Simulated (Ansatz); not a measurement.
The reference is Mo in the bcc (W type) structure (space group Im-3m, No. 229; relaxed with 0.1 eV smearing).

```
Mo
1.0
   -1.55576     1.55576     1.55576
    1.55576    -1.55576     1.55576
    1.55576     1.55576    -1.55576
Mo
1
Cartesian
  0.00000   0.00000   0.00000
```

Cartesian axes are those of the cell as printed.

Calculations: Ansatz (a quantum-chemistry and plane-wave program) LDA, spin-orbit coupling left out.

For the base:

The pressure is 0.0 GPa. The shortest interatomic distance comes out as 269.5 pm and the band gap is zero.

One thing is altered: the cell is stretched by 2.00 % along z with no lateral relaxation; the atoms relax in the strained cell.

### Question
Predict the new pressure, energy relative to the base, shortest interatomic distance and band gap.

### Answer
The pressure (mean of the normal stresses, compression positive) goes from zero to -5.5 GPa; the energy increases by 9.3 meV/atom; the shortest interatomic distance rises by 1.8 pm, from 269.5 pm to 271.3 pm; the band gap stays zero.

No phonon test of stability was made. The final runs are not spin-polarised.
